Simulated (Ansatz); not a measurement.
Structures of equal composition on the (111) surface of fcc Al: a layer of Ta in place of the second plane; a layer of Ta in place of the third plane. The slabs share one bottom face, and each structure is named by its start. These are constructed structures in small cells; real faces may alloy, dewet or reconstruct in larger ones, and not all known structures of the face are among them. Slabs of about 12 Å, Fermi-Dirac smearing of 0.1 eV. Bottom of the slabs: a bare face, its two planes held. Relaxed from the named starts with such symmetry as they have, on meshes of like density; energies extrapolated to zero smearing; spin only where a row says so; no spin-orbit coupling, no U. Brackets mark spin-polarised runs, whose order is one that fits the cell.

These are PBE (plane waves to 420 eV, PAW; Ansatz, a first-principles code) values and carry that method's errors.

**Question.** Put the candidates in order of energy per 1x1 cell, lowest first, for PBE.

**Answer.** a layer of Ta in place of the third plane (0.000 eV), a layer of Ta in place of the second plane (0.128 eV)
